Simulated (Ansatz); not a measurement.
For TiC (model structure, started from the NbAs type, I4₁md, No. 109, 4 atoms in the cell), LDA (plane waves, PAW; Ansatz, a first-principles code) gives:

- lattice parameter a = 2.772 Å
- lattice parameter c = 10.551 Å
- cohesive energy = 7.90 eV/atom

Question: What does r²SCAN+rVV10 (Ansatz, PAW) give for the same quantities?

Answer: 
- lattice constant a: 2.820 Å (increases by 1.7 %)
- lattice parameter c: 10.621 Å (rises by 0.7 %)
- cohesive energy: 6.55 eV/atom (falls by 1.35 eV/atom)

Changes are worked out from the printed values.

Unless a cell is named, each level is at its own relaxed cell (LDA 10.13, r²SCAN+rVV10 10.56 Å³/atom).

Ansatz's density-functional and Hartree–Fock values are scalar-relativistic unless marked +SOC, with PAW data made under PBE.

A model structure was made by putting elements into a prototype or built by hand; it is no filed structure, need not be a known phase, and can be a saddle point held by its symmetry.
